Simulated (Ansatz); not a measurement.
MoS2: pressure series

Take MoS$_{2}$ in the 3R-MoS2 type structure (space group R3m, No. 160; layered, stacked along the Cartesian z axis) as the base.

```cif
data_Mo3S6
_chemical_formula_sum 'Mo3 S6'
_space_group_name_H-M_alt 'R3m :H'
_space_group_IT_number 160
_space_group_name_Hall 'R 3 -2"'
_cell_length_a 3.17521
_cell_length_b 3.17521
_cell_length_c 18.58482
_cell_angle_alpha 90.000
_cell_angle_beta 90.000
_cell_angle_gamma 120.000
loop_
_atom_site_label
_atom_site_type_symbol
_atom_site_symmetry_multiplicity
_atom_site_Wyckoff_symbol
_atom_site_fract_x
_atom_site_fract_y
_atom_site_fract_z
_atom_site_occupancy
Mo1 Mo 3 a 0.00000 0.00000 0.00000 1
S1 S 3 a 0.00000 0.00000 0.24970 1
S2 S 3 a 0.00000 0.00000 0.41700 1
```
(The calculation used a cell of 3 atoms; values per cell refer to that cell.)

Cell and atoms are relaxed at each pressure.

All numbers come from r2SCAN+rVV10 (Ansatz, an electronic-structure program), no SOC.

Notes on the quantities. enthalpy: H = E + PV relative to the base's energy.

```tsv
case	volume per atom	c/a ratio	enthalpy
base	18.03 Å³	5.853	–
pressure −1 GPa	18.64 Å³	6.004	-0.11 eV/atom
pressure 0.3 GPa	17.90 Å³	5.822	+0.03 eV/atom
pressure 0.7 GPa	17.74 Å³	5.787	+0.08 eV/atom
pressure 1.5 GPa	17.46 Å³	5.728	+0.17 eV/atom
pressure 3 GPa	17.05 Å³	5.649	+0.33 eV/atom
pressure 5 GPa	16.61 Å³	5.575	+0.54 eV/atom
pressure 7.5 GPa	16.18 Å³	5.512	+0.79 eV/atom
pressure 10 GPa	15.82 Å³	5.465	+1.04 eV/atom
```

Load acts through the strain it causes; cell and atoms are relaxed under it. No phonon test of stability was made. Competing high-pressure phases were not computed.
